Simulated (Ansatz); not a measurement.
# Pressure series in CdS

The parent structure is CdS in the wurtzite structure (space group P6_3mc, No. 186; a = 4.074 Å, c = 6.637 Å).

Cell and atoms are relaxed at each pressure.

Method: Kohn–Sham DFT with the LDA functional, run in Ansatz (a first-principles code) with PAW and 420 eV plane waves, no spin-orbit coupling.

Candidates:
(a) pressure −1 GPa
(b) pressure 4.5 GPa
(c) pressure 2.1 GPa

Before the change:

- Band gap = 1.03 eV

**Question.** Order them by band gap, lowest first.

**Answer.** (a) pressure −1 GPa (0.99 eV), (c) pressure 2.1 GPa (1.09 eV), (b) pressure 4.5 GPa (1.15 eV)

Load acts through the strain it causes; cell and atoms are relaxed under it. Stability against distortions was not tested. Measured, CdS leaves this structure (for rock salt) near 2.54 GPa (temperature not stated; as listed in Datta, Sujoy, Jana, Debnarayan, arXiv (2020)), on rising pressure, with hysteresis.
